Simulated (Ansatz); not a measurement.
Start from CdTe in the zinc blende structure (space group F-43m, No. 216; a = 6.618 Å). Axes: x, y, z lie along the cube axes.

Method: PBE (Ansatz, a quantum-chemistry and plane-wave program; PAW; 420 eV plane waves; no spin-orbit coupling).

Modification: the cell is scaled by 0.9850 in all directions, atoms relaxed at fixed cell.

Problem. Predict the stress tensor and what it implies for the stiffness.

Solution. Stress of the strained cell less that of the base (GPa, compression positive):
```
   1.78    0.00    0.00
   0.00    1.78    0.00
   0.00    0.00    1.78
```

Then B = −ΔP/(ΔV/V₀) with ΔV/V₀ = -0.0443 gives secant stiffness values (nonlinear terms included at this strain): B ≈ 40 GPa.

As a check, the harmonic strain energy −½ V₀ Δσ:ε is 9.0 meV/atom; the computed energy rise is 8.6 meV/atom.

No phonon test of stability was made.
